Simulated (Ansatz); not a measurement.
# TaC in the rock salt structure (space group Fm-3m, No. 225)

```yaml
crystal:
  lattice:
    - [0.00000, 2.23794, 2.23794]
    - [2.23794, 0.00000, 2.23794]
    - [2.23794, 2.23794, 0.00000]
  atoms:
    - { symbol: C, position: [0.00000, 0.00000, 0.00000] }
    - { symbol: Ta, position: [0.50000, 0.50000, 0.50000] }
```

Calculations: PBE (Ansatz, an electronic-structure program), no spin-orbit coupling, earlier PAW set. Settings: 18×18×18 k-points, 0.05 eV Fermi–Dirac smearing.

| Property | Result |
|---|---|
| Volume per atom | 11.21 Å³ |
| Density | 14.29 g/cm³ |
| Band gap | zero |
| Total energy | -5092.685 eV/atom (σ→0; compares only within this code and set-up) |

No phonon test of stability was made. All final runs are without spin polarisation. An odd electron count without spin: TaC.
